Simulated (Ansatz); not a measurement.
The starting structures come from a database of crystals and need not be the phases stable at ambient conditions.

By PBEsol, the system below comes out a metal.

Input:

```yaml
crystal:
  lattice:
    - [3.35272, 0.00000, 0.00000]
    - [0.00000, 4.74146, 0.00000]
    - [0.00000, 2.37073, 2.37073]
  atoms:
    - { symbol: Cd, position: [0.50000, 0.50000, 0.00000] }
    - { symbol: Ag, position: [0.00000, 0.00000, 0.00000] }
```

Space group of this cell: Pm-3m, CsCl type. The cell is taken as given; by PBEsol its mean pressure is -3.4 GPa.

The current flows along the normal of the first two printed cell vectors, the (110) plane of the conventional cell. No spin-orbit coupling; the value is a mean over 0.1 eV about the Fermi level.

Question: Give the ballistic conductance per area that PBEsol in Ansatz (a first-principles code) yields.

Answer: 0.80 × 10¹⁵ S/m² for both spins.
